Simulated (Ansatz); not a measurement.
Base system: SiC in the zinc blende structure (space group F-43m, No. 216).

```
SiC
1.0
    0.00000     2.17831     2.17831
    2.17831     0.00000     2.17831
    2.17831     2.17831     0.00000
C Si
1 1
Cartesian
  3.26747   3.26747   3.26747
  0.00000   0.00000   0.00000
```

Level of theory: r2SCAN (Ansatz, a quantum-chemistry and plane-wave program, PAW, no spin-orbit coupling), earlier PAW set.

Base values:

- Band gap = 1.71 eV
- Electron mass = 0.64 mₑ along k, 0.23 mₑ across (at X)
- Volume per atom = 10.34 Å³

It is then changed as follows: a hydrostatic pressure of 7.5 GPa.

Q: Predict the new band gap, electron mass and volume per atom.

A: The band gap decreases by 0.02 eV (1.71 eV → 1.69 eV); the electron mass goes from 0.64 mₑ along k, 0.23 mₑ across (at X) to 0.63 mₑ along k, 0.22 mₑ across (at X); the volume per atom shrinks by 0.32 Å³ to 10.02 Å³.

Load acts through the strain it causes; cell and atoms are relaxed under it. Effective masses come from finite differences of ±0.01 Å⁻¹. Along k means along the line from Γ to the band edge. Stability against distortions was not tested. Competing high-pressure phases were not computed.
